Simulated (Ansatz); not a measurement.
**InP under a change: biaxial strain −1.22 %, plane normal [001], relaxed out of plane**

The reference is InP in the zinc blende structure (space group F-43m, No. 216; a = 5.9073 Å). Axes: x, y, z lie along the cube axes.

Modification: biaxial strain −1.22 %, plane normal [001], relaxed out of plane (Cartesian); in-plane vectors clamped, the third vector and the atoms free.

Calculations: r2SCAN, PAW, 500 eV (Ansatz, a quantum-chemistry and plane-wave program; no spin-orbit coupling), earlier PAW set. k-mesh 10×10×10 (Γ-centred); smearing 0.05 eV (Fermi–Dirac).

```json
[
 {"quantity": "volume per atom", "base": "25.77 Å³", "changed": "25.48 Å³", "shift": "-0.29 Å³"},
 {"quantity": "space group", "base": "F-43m (No. 216)", "changed": "I-4m2 (No. 119)", "shift": "–"},
 {"quantity": "shortest interatomic distance", "base": "2.558 Å", "changed": "2.549 Å", "shift": "-0.009 Å"},
 {"quantity": "energy relative to the base (free energy F)", "base": "0 meV/atom", "changed": "+2.3 meV/atom", "shift": "+2.3 meV/atom"},
 {"quantity": "band gap", "base": "1.02 eV", "changed": "1.04 eV", "shift": "+0.02 eV"},
 {"quantity": "gap character", "base": "direct at Γ", "changed": "direct at Γ", "shift": "–"},
 {"quantity": "electron mass", "base": "0.073 mₑ (at Γ)", "changed": "0.080 mₑ out of plane, 0.075 mₑ in plane (at Γ)", "shift": "–"},
 {"quantity": "valence-band top at Γ (three highest levels, from the VBM)", "base": "0.00, 0.00, 0.00 eV", "changed": "0.00, 0.00, -0.13 eV", "shift": "–"},
 {"quantity": "valley order (the lowest conduction-band minima on the path, energy above the VBM, named in the base's zone)", "base": "Γ 1.02 eV; L along ⟨111⟩ 1.79 eV; X along ⟨100⟩ 2.04 eV", "changed": "Γ 1.04 eV; L along [111] 1.77 eV; X along [010] 1.94 eV; X along [001] 2.08 eV", "shift": "–"},
 {"quantity": "out-of-plane strain", "base": "–", "changed": "+1.33 %", "shift": "–"},
 {"quantity": "ratio −ε⊥/ε∥", "base": "–", "changed": "1.09", "shift": "–"},
 {"quantity": "mean in-plane stress (compression positive)", "base": "–", "changed": "+1.2 GPa", "shift": "–"}
]
```

Final structure (turned so that z lies along the plane normal):

```
InP
1.0
    4.12614     0.00000     0.00000
    0.00000     4.12614     0.00000
    2.06307    -2.06307     2.99284
P In
1 1
Cartesian
  2.06307   0.00000   1.49642
  0.00000   0.00000   0.00000
```

Cost of the whole job for the changed cell (relaxation, final SCF and bands): around 60 core-seconds (rough).

Effective masses come from finite differences of ±0.01 Å⁻¹. Whether these cells are dynamically stable was not tested. k-point labels follow each cell's own Brillouin zone.
